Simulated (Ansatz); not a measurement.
Functionals compared on a constructed model of the (110) surface of bcc V, a pseudomorphic layer of Ge in the host's stacking (bottom of the slab: a bare face, its two planes held), in Ansatz (plane waves, PAW). The structure was relaxed with PBE; the other rows are single points on it. Cutoff 420 eV (500 eV for r2SCAN).

Model: 7-atom slab, 13.0 Å thick at the start, 15x15x1 mesh, Fermi-Dirac 0.1 eV, dipole correction, 2 atoms held, the rest relaxed; held to the start's symmetry, so lower structures may exist; no spin, no spin-orbit, no U. It is one candidate, not shown to be the stable structure of the face. These notes are the PBE run's.

```
functional  work function of the top face (eV)          rough cost of the single point
----------  ----------------------------------  --------------------------------------
PBE                                       4.71                                       –
RPBE                                      4.61  about 30 core-seconds (a rough figure)
r2SCAN                                    4.91          around 90 core-seconds (rough)
```

Ansatz is an electronic-structure program.
